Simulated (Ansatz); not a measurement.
Structure of amorphous Ge-Sb-Te (Ge$_{30}$Sb$_{15}$Te$_{33}$) (periodic cell):

```xyz
78
Lattice="12.8381 -0.8700 0.1483 -0.8700 13.4218 0.8788 0.1483 0.8788 12.9878" Properties=species:S:1:pos:R:3 pbc="T T T"
Ge    10.4293    10.0817    11.4554
Ge     4.6202     1.9862     5.0787
Ge     0.6855     3.4448     6.5252
Ge     6.1510     3.0149    12.3584
Ge     8.7733     6.3821    12.7992
Ge     4.5728    12.0403     7.0849
Ge     2.1327     4.6322    12.0276
Ge     9.4505     2.3715    10.1519
Ge    11.6995     7.2733     8.6821
Ge     3.4521     7.5520     6.4699
Ge     5.4886     9.3155     8.8943
Ge     3.5922     7.1956     2.7464
Ge     8.4012    11.9695     8.9781
Ge     2.9282    12.5313    13.4571
Ge     1.5728     8.1263    11.3861
Ge     1.6607     3.4707     3.2510
Ge     6.6925    10.0333    13.2151
Ge    12.3969     0.4748    11.2206
Ge     7.5309     6.0933    10.2156
Ge     7.9024     3.3176     2.8573
Ge     2.2175     1.0300     4.5353
Ge     0.1407     4.5923     8.7475
Ge     5.2717     1.3226    10.6401
Ge    12.2222    -0.2442     5.3670
Ge     3.4532    11.2329    11.2403
Ge     6.9321     8.0561     4.4534
Ge     3.0993     9.8775     7.5257
Ge    11.4149     3.3435     1.2751
Ge     4.8294     1.6501     1.5113
Ge     8.9936    -0.2102     0.6956
Sb     1.5554    12.2599     3.7839
Sb     8.7759     3.3857    12.7021
Sb    11.8381    10.6216     2.0992
Sb     4.4674    12.9022     4.0011
Sb     0.8551    10.9004     6.2219
Sb     7.8949    10.5838     3.6383
Sb     0.1724     1.1315     8.0783
Sb     4.2080     4.7458     9.1381
Sb    -0.0174     8.8805     4.0341
Sb     9.9242     5.4056     2.3244
Sb    11.9979     7.2507     1.4429
Sb     7.1412     1.4770     6.2938
Sb     9.2573     8.3673     7.9587
Sb    10.9014     4.6510     5.3156
Sb     1.4351    10.4397     9.6404
Te     6.7769     2.9464     8.9452
Te     7.0731    10.7953     6.7011
Te     4.3290     8.6880    11.4368
Te     9.2593     9.2307     1.3286
Te     0.9325     5.6282     1.2690
Te    11.8066    -0.0938     1.0100
Te     7.9493     4.1918     5.5132
Te     4.4127     9.2071     4.4252
Te     5.3847    12.3081     9.7240
Te     2.1819     1.7387     1.0241
Te     1.8341     6.6669     8.9623
Te    10.5693     4.8299     8.3229
Te    11.1576     7.3239    11.4469
Te     5.3937    11.6121     1.4509
Te     2.1614     9.0931     1.3386
Te     3.3825     4.0798     6.3858
Te    10.8585    10.6795     8.6994
Te     5.3631     5.5405    11.9904
Te     8.1994     0.6706     3.5353
Te    -0.0144    12.2585    12.0805
Te    10.5162    10.9104     4.9359
Te     8.8289    13.0611    11.8102
Te    12.2001     3.4668    11.4691
Te     6.0607     6.7695     7.7883
Te     7.7844     9.0358    10.5921
Te    11.7836     1.9884     3.7194
Te     2.7105     2.3722    10.1800
Te    10.1174     7.5254     5.1890
Te    10.2269     0.9159     6.9986
Te     5.1586     3.7706     3.0635
Te     1.1293     6.5303     4.9878
Te     1.7915    13.2665     7.8824
Te     6.3409     6.9861     1.8932
```

Level of theory: PBE-D3(BJ), scalar-relativistic without spin-orbit coupling, PAW (Ansatz default set, large-core Te) (plane waves to 420 eV; Ansatz, a quantum-chemistry and plane-wave program).

Preparation: random packing, a CHGNet melt and quench, and a DFT relaxation. The hot cell started wider than the set density and was brought back towards it in steps. It is the lowest in DFT energy of 8 quenches. It is a model cell: composition and starting density were chosen by hand, and all elements were melted together. The geometry includes D3(BJ) dispersion. Its density started from a set value of 6.05 and ended at 6.15 g/cm³. Cooling (nominally 40 K/ps over its main leg) ran many orders faster than in experiment, which tends to leave more defects and strain. A cell of this size samples the disorder only roughly. Volume and shape were free in the relaxation. On the zone centre alone force components of up to 0.34 eV/Å stay, since the relaxation ran on one k-point at (1/4, 1/4, 1/4).

Cut-offs for bonds: Ge-Ge 2.85 Å, Ge-Sb 3.12 Å, Ge-Te 3.18 Å, Sb-Sb 3.34 Å, Sb-Te 3.36 Å, Te-Te 3.31 Å.

Give the coordination numbers, mean bond lengths and angles.


The mean coordination of Ge is 3.93 (10 with 3, 13 with 4, 6 with 5, 1 with 6) and the mean coordination of Sb comes out as 4.67 (8 with 4, 4 with 5, 3 with 6). The mean coordination of Te is 3.58 (16 with 3, 15 with 4, 2 with 5), the mean Ge-Te bond is 2.863 Å (spread 0.125 Å, 81 counted) and the mean Sb-Te bond comes out as 3.064 Å (spread 0.121 Å, 37 counted). The mean Ge-Sb bond is 2.838 Å (spread 0.107 Å, 19 counted), the mean Ge-Ge bond is 2.637 Å (spread 0.104 Å, 9 counted) and the bond angle at Ge is mean 104.1°, spread 23.8°. The bond angle at Sb comes out as mean 103.4°, spread 30.1°. The bond angle at Te comes out as mean 102.4°, spread 24.5°.
